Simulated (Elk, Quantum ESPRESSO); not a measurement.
An Elk input for a self-consistent single point of HgTe (P3_221, 6 atoms in the cell) (DFT, PBEsol, all-electron FP-LAPW, Elk's shipped species files, APW+lo basis with extra local orbitals):

```
tasks
  0

xctype
  22

rgkmax
  8.0

gmaxvr
  16.0

nxlo
  2

lorbcnd
  .true.

rmtscf
  0.88

lmaxi
  3

stype
  3

swidth
  0.000367493

scale
  1.889726125

avec
    4.5827280770   -0.0000000179    0.0000000000
   -2.2913640230    3.9687589423    0.0000000000
    0.0000000000    0.0000000000   10.2289820000

atoms
  2   : nspecies
  'Hg.in'   : spfname
  3   : natoms; atposl, bfcmt below
  0.6883200000  0.6883200000  0.0000000000    0.0 0.0 0.0
  0.3116800000  0.0000000000  0.6666666667    0.0 0.0 0.0
  0.0000000000  0.3116800000  0.3333333333    0.0 0.0 0.0
  'Te.in'   : spfname
  3   : natoms; atposl, bfcmt below
  0.5137200000  0.5137200000  0.5000000000    0.0 0.0 0.0
  0.4862800000  0.0000000000  0.1666666667    0.0 0.0 0.0
  0.0000000000  0.4862800000  0.8333333333    0.0 0.0 0.0

ngridk
  5 5 2
```

Question: Give the Quantum ESPRESSO input for the same structure, mesh, smearing and functional.

Answer: One input that does it (others would too):

```fortran
&CONTROL
   calculation = 'scf'
   prefix = 'scf'
   outdir = './work'
   pseudo_dir = './'
   tprnfor = .true.
   tstress = .true.
/
&SYSTEM
   ibrav = 0
   nat = 6
   ntyp = 2
   ecutwfc = 40
   ecutrho = 200
   occupations = 'smearing'
   smearing = 'fd'
   degauss = 0.000734986
/
&ELECTRONS
   conv_thr = 1.0d-9
   mixing_beta = 0.3
/
ATOMIC_SPECIES
Hg   200.5920  hg_pbesol_v1.uspp.F.UPF
Te   127.6000  te_pbesol_v1.uspp.F.UPF
CELL_PARAMETERS {angstrom}
   4.582728077     0.000000000     0.000000000
  -2.291364038     3.968758933     0.000000000
   0.000000000     0.000000000    10.228982000
ATOMIC_POSITIONS {alat}
Hg    0.344160000    0.596102606    0.000000000
Hg    0.311680000    0.000000000    1.488048433
Hg   -0.155840000    0.269922798    0.744024216
Te    0.256860000    0.444894570    1.116036325
Te    0.486280000    0.000000000    0.372012108
Te   -0.243140000    0.421130833    1.860060541
K_POINTS {automatic}
5 5 2  0 0 0
```

Basis settings and potentials, where a program has them, do not carry over. This input uses DFT, PBEsol, plane waves, GBRV 1.5 ultrasoft (PBESOL) pseudopotentials.

The starting cell comes from a database of computed structures (which also holds hypothetical and non-ambient phases and stackings), without a prior relaxation at this level. Its lattice was rescaled by a random factor within 2.5 % of one.
